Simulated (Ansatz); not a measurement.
## A computed series for hypothetical diamond Te: response to strain

Take Te in the diamond structure (space group Fd-3m, No. 227; a = 7.186 Å; a hypothetical phase, not in the database extracts checked; relaxed with 0.1 eV smearing) as the base. Axes: x, y, z lie along the cube axes.

Strains are applied to the cell and any free atomic positions relax.

Levels (all Ansatz, an electronic-structure program, PAW): PBE (420 eV, spin-orbit coupling left out); PBEsol (420 eV, no spin-orbit coupling).

The base cell above is that of PBE; each level relaxes its own structures.

Notes on the quantities. energy relative to the base: free energy F.

```json
[
 {"case": "isotropic strain −1.44 %", "energy relative to the base, PBE": "+7.5 meV/atom", "energy relative to the base, PBEsol": "+8.0 meV/atom"},
 {"case": "isotropic strain +0.56 %", "energy relative to the base, PBE": "+1.1 meV/atom", "energy relative to the base, PBEsol": "+1.2 meV/atom"},
 {"case": "isotropic strain +2.43 %", "energy relative to the base, PBE": "+19 meV/atom", "energy relative to the base, PBEsol": "+20 meV/atom"},
 {"case": "uniaxial strain ε_yy = +0.89 %", "energy relative to the base, PBE": "+0.2 meV/atom", "energy relative to the base, PBEsol": "+0.3 meV/atom"},
 {"case": "uniaxial strain ε_yy = +1.14 %", "energy relative to the base, PBE": "+0.4 meV/atom", "energy relative to the base, PBEsol": "+0.4 meV/atom"}
]
```

The two levels differ by at most about 1.7 meV/atom. They put the cases in the same order.

Whether these cells are dynamically stable was not tested.
